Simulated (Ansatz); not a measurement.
# Y under a change: isotropic strain +2.00 %

Take Y in the hcp (Mg type) structure (space group P6_3/mmc, No. 194; a = 3.652 Å, c = 5.703 Å; relaxed with 0.1 eV smearing) as the base.

One thing is altered: an isotropic linear strain of +2.00 %; the atoms relax in the strained cell.

The values are results of PBE (Ansatz, an electronic-structure program), no SOC, not measurements. k-mesh 18×18×10 (Γ-centred); smearing 0.1 eV (Fermi–Dirac).

```csv
quantity,base,changed,shift
space group,P6_3/mmc (No. 194),P6_3/mmc (No. 194),–
shortest interatomic distance,354.6 pm,361.7 pm,+7.1 pm
energy relative to the base (free energy F),0 meV/atom,+14 meV/atom,+14 meV/atom
"pressure (mean of the normal stresses, compression positive)",0.0 GPa,-2.2 GPa,-2.2 GPa
band gap,zero,zero,–
```

Final structure:

```xyz
2
Lattice="3.7254 0.0000 0.0000 -1.8627 3.2263 0.0000 0.0000 0.0000 5.8170" Properties=species:S:1:pos:R:3 pbc="T T T"
Y      1.8627     1.0754     4.3627
Y      0.0000     2.1509     1.4542
```

Whether these cells are dynamically stable was not tested. All final runs are without spin polarisation.
